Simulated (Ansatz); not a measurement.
Here is the system:

Host crystal: rock-salt MgO, with a band gap (PBE, scalar-relativistic without spin-orbit coupling).

End structure of W on the 1x1 (100) surface of rock-salt MgO (cut with top plane Mg + O), one in a 2x2 cell, started at the site 'bridge Mg-O (span 2.1 Å)':

```xyz
33
Lattice="6.0155 0.0000 0.0000 0.0000 6.0155 0.0000 0.0000 0.0000 25.5000" Properties=species:S:1:pos:R:3 pbc="T T T"
Mg     1.5039     1.5039     9.5840
Mg     1.5039     4.5116     9.5840
Mg     4.5116     1.5039     9.5840
Mg     4.5116     4.5116     9.5840
O      0.0000     0.0000     9.5346
O      0.0000     3.0078     9.5346
O      3.0078     0.0000     9.5346
O      3.0078     3.0078     9.5346
Mg     0.0000     0.0000    11.6812
Mg     0.0000     3.0078    11.6812
Mg     3.0078     0.0000    11.6812
Mg     3.0078     3.0078    11.6812
O      1.5039     1.5039    11.6908
O      1.5039     4.5116    11.6908
O      4.5116     1.5039    11.6908
O      4.5116     4.5116    11.6908
Mg     1.5037     1.5037    13.7823
Mg     1.5044     4.5115    13.8292
Mg     4.5115     1.5044    13.8292
Mg     4.5117     4.5117    13.8093
O      0.0106     0.0106    13.8165
O      0.0105     2.9978    13.8174
O      2.9978     0.0105    13.8174
O      2.9978     2.9978    13.8172
Mg    -0.0458    -0.0458    15.9588
Mg    -0.0464     3.0546    15.9609
Mg     3.0546    -0.0464    15.9609
Mg     3.0542     3.0542    15.9593
O      1.5049     1.5049    16.0727
O      1.5042     4.5121    15.9070
O      4.5121     1.5042    15.9070
O      4.5121     4.5121    15.9359
W      1.5030     1.5030    18.0925
```

Slab: 33 atoms, 6.4 Å thick at the start under the adsorbate (thin: gaps and levels are the slab's own); k 3x3x1, smearing 0.01 eV, dipole-corrected; 16 atoms held, the rest relaxed; start symmetry kept, larger cells not searched; spin-polarised, ending with about 4.0 μB a cell; orders that need a larger cell were not tried, no spin-orbit, no U, no dispersion correction. At the end it is bonded to 4 Mg + O. In PBE it is, or lies within 0.03 eV of, the lowest of the starts that converged.

A negative adsorption energy means that the adsorbate is more stable on the surface than in its reference.

Q: Estimate the adsorption energy against an atom of bcc W that PBE in Ansatz (a program for electronic structure) returns for this input.

A: 7.09 eV

Q: Predict the change of the step from the bottom to the top vacuum level, against the clean slab from PBE.

A: 1.07 eV
